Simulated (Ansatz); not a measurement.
Consider the following.

```
CELL_PARAMETERS angstrom
      2.99523     0.00000     0.00000
     -1.49761     2.59394     0.00000
      0.00000     0.00000     3.35236
ATOMIC_POSITIONS crystal
  Mg 0.00000 0.00000 0.00000
  B  0.66667 0.33333 0.50000
  B  0.33333 0.66667 0.50000
```

Method: PBEsol, DFPT electron-phonon coupling, linearised Boltzmann equation (plane waves, PAW, scalar-relativistic; Ansatz, a quantum-chemistry and plane-wave program). Condition of this run: hydrostatic pressure 15 GPa (the target of the relaxation). How the cell was made: relaxed with this functional, without spin-orbit coupling, then loaded as said.

Question: Predict λ, the logarithmic mean phonon energy and the superconducting Tc for μ* = 0.10 referred to 76 meV.

Answer: λ = 0.50, ħω_log = 68 meV, Tc 22 K from the anisotropic Eliashberg equations. μ* is a chosen number, and Tc is 25 K at 0.08 and 14.4 K at 0.16.

A metal at this level (no band gap). The phonons are harmonic. Spin-orbit coupling is left out. The self-energy correction of the phonons between q points moved λ by about 3 %. The squared frequency of the phonon mode least converged on the k mesh is uncertain by about 17 %. Halving the electron mesh (32x32x24) moves the coupling by up to 1 %, Tc by up to 1 %. Smearing 0.20 eV; phonons on a 5x5x4 q mesh, which this run doesn't test.
